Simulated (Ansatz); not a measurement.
## MoSi2 under a change: biaxial strain +0.84 %, plane normal [001], relaxed out of plane

Start from MoSi2 (space group I4/mmm, No. 139; a = 3.217 Å, c = 7.875 Å; relaxed with 0.1 eV smearing). Axes: x, y, z lie along a, b, c of the conventional cell.

The change: biaxial strain +0.84 %, plane normal [001], relaxed out of plane (Cartesian); in-plane vectors clamped, the third vector and the atoms free.

Level of theory: Kohn–Sham DFT with the PBE functional, run in Ansatz (an electronic-structure program) with PAW and 420 eV plane waves, no SOC. Γ-centred 25×25×25 mesh, Fermi–Dirac width 0.1 eV.

```csv
quantity,base,changed,shift
volume per atom,13.58 Å³,13.77 Å³,+0.19 Å³
space group,I4/mmm (No. 139),I4/mmm (No. 139),–
shortest interatomic distance,2.597 Å,2.588 Å,-0.0097 Å
energy relative to the base (free energy F),0 meV/atom,+2.8 meV/atom,+2.8 meV/atom
"pressure (mean of the normal stresses, compression positive)",0.0 GPa,-2.5 GPa,-2.5 GPa
band gap,zero,zero,–
out-of-plane strain,–,-0.29 %,–
ratio −ε⊥/ε∥,–,0.35,–
mean in-plane stress (compression positive),–,-3.8 GPa,–
```

Stability against distortions was not tested. All final runs are without spin polarisation.
